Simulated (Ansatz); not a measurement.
An Ansatz (a program for electronic structure) input (Kohn–Sham DFT with the r2SCAN functional, run in Ansatz with PAW and 500 eV plane waves, no spin-orbit coupling):

Ansatz 0.2 input:
```yaml
crystal:
  lattice:
    - [0, 1.8420285893, 1.8420285893]
    - [1.8420285893, 0, 1.8420285893]
    - [1.8420285893, 1.8420285893, 0]
  atoms:
    - { symbol: Cu, position: [0, 0, 0] }
basis: { ecutwfc: 500, ecutrho_ratio: 4, xc_grid: 4, fft_grid_basis: typed }
kpoints: { mp_grid: { grid: [32, 32, 32] } }
hamiltonian:
  xc: r2scan
  dispersion: none
  pseudopotentials: { kind: paw }
scf: { occupations: { method: fermi_dirac, width: 0.1 }, convergence: { dr2_threshold: 0.0000000001 } }
relax: { f_tol: 0.005, max_steps: 50 }
output: { forces: true, stress: true }
checkpoint: { write: state.ck, write_every: 1000 }
```

Problem. Which symmetry and how many k-points will the program report, and about how many plane waves at Γ?

Solution. Space group Fm-3m (ITA 225) with 48 operations, k-points 897 of 32768, and 331 plane waves at Γ.

Problem. And the final pressure?

Solution. -11.53 GPa (compression positive).

The cells carry an imposed strain or load. Whether these cells are dynamically stable was not tested. The final runs are not spin-polarised. The cell was made from Cu in the fcc (Cu type) structure (space group Fm-3m, No. 225) by this change: isotropic strain +3.00 %.
